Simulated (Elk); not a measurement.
Checking a run of Elk on YAgS2 (R-3m, 4 atoms in the cell). The aim is a self-consistent single point with DFT, revPBE, all-electron FP-LAPW, Elk's shipped species files, default APW+lo basis.

Cell that was meant: a = 7.3104 Å, b = 7.3104 Å, c = 7.3104 Å, α = 30.44°, β = 30.44°, γ = 30.44°.

Part of the input:

```

xctype
  21

lmaxapw
  4

lmaxo
  3

rmtscf
  0.97
```

The program printed (abridged):

```
│ Elk code version 10.2.4 │

All units are atomic (Hartree, Bohr, etc.)

│ Ground-state run starting from atomic densities │

   [... lines left out ...]
Total number of valence states :   37
Total number of core states    :   76

Total number of local-orbitals :   41

Exchange-correlation functional :     21     0     0
 Revised PBE, Zhang-Yang, Phys. Rev. Lett. 80, 890 (1998)
 gradient requirement :    1
 generalised gradient approximation (GGA)

Smearing type :    3
 Fermi-Dirac
Smearing width :   0.3674930000E-02
Effective electronic temperature (K) :    1160.451112

Mixing type :    3
 Broyden mixing, J. Phys. A: Math. Gen. 17, L317 (1984)

Kohn-Sham potential initialised from atomic data
│ Self-consistent loop started │
│ Loop number : 1 │
 total energy                :     -9506.17672424
│ Loop number : 2 │
 total energy                :     -9506.49512636
RMS change in Kohn-Sham potential (target) :   0.8659110061     (  0.1000000000E-05)
Absolute change in total energy (target)   :   0.3184021211     (  0.1000000000E-03)
│ Loop number : 3 │
 total energy                :     -9505.61705648
RMS change in Kohn-Sham potential (target) :   0.8486467448     (  0.1000000000E-05)
Absolute change in total energy (target)   :   0.7984693535     (  0.1000000000E-03)
   [... lines left out ...]
Absolute change in total energy (target)   :   0.2203339300E-03 (  0.1000000000E-03)
│ Loop number : 16 │
 total energy                :     -9502.42473327
RMS change in Kohn-Sham potential (target) :   0.4268165991E-06 (  0.1000000000E-05)
Absolute change in total energy (target)   :   0.1021937514E-03 (  0.1000000000E-03)
│ Loop number : 17 │
 total energy                :     -9502.42472923
RMS change in Kohn-Sham potential (target) :   0.9357124143E-07 (  0.1000000000E-05)
Absolute change in total energy (target)   :   0.2151001172E-04 (  0.1000000000E-03)
Convergence targets achieved

│ Loop number : 18 │

Energies :
 Fermi                       :     0.196752975843
 total energy                :     -9502.42472887

Density of states at Fermi energy :   0.1708331331E-01
 (states/Hartree/unit cell)

Estimated indirect band gap :   0.5791596159E-01
 from k-point     13 to k-point      1
Estimated direct band gap   :   0.6906587965E-01
 at k-point      1

Charges :
 core                        :    76.00000000
 valence                     :    42.00000000
 interstitial                :    6.840217658
 muffin-tins (core leakage)
  species :    1 (Y)
   atom    1                 :    36.78688955     (  0.1518805736E-04)
  species :    2 (Ag)
   atom    1                 :    45.55080868     (  0.2899447793E-08)
  species :    3 (S)
   atom    1                 :    14.41104206     (  0.1084239931E-03)
   atom    2                 :    14.41104206     (  0.1084239931E-03)
 total in muffin-tins        :    111.1597823
 total calculated charge     :    118.0223509
 total charge                :    118.0000000
 error                       :   0.2235091242E-01

│ Self-consistent loop stopped │
```

### Question
Is this run sound? If not, what is wrong?

### Answer
The run is not sound. The fault is too low an angular cutoff in the spheres. The plane waves have to be matched at the sphere boundary up to an l near the radius times the largest wave number. To fix it, raise the angular cutoff. The run converged in 18 iterations without an error; against the sound input the free energy drops by 65.4 meV/atom and the gap on the mesh hardly changes (1.582 to 1.576 eV).

An input that runs soundly differs in these lines (not the only fix; some lines may just follow from the change or write a value another way):
```diff
-
-lmaxapw
-  4
-
-lmaxo
-  3
```

With that input, the run converged in 17 iterations: free energy E − TS -258573.8878 eV; pressure from finite strains at a fixed basis (rough; not comparable with other codes) 6.70 GPa; top of the valence band (on the code's own zero) 4.73 eV; gap on the k-point mesh 1.58 eV (DFT, revPBE, all-electron FP-LAPW, Elk's shipped species files, default APW+lo basis).

On the sound input: the starting cell was generated: these elements placed on a structure prototype, without a prior relaxation; it need not be a known phase or ordering of this composition. Values depend on the basis (sphere radii, cutoffs, local orbitals), which need not be converged.
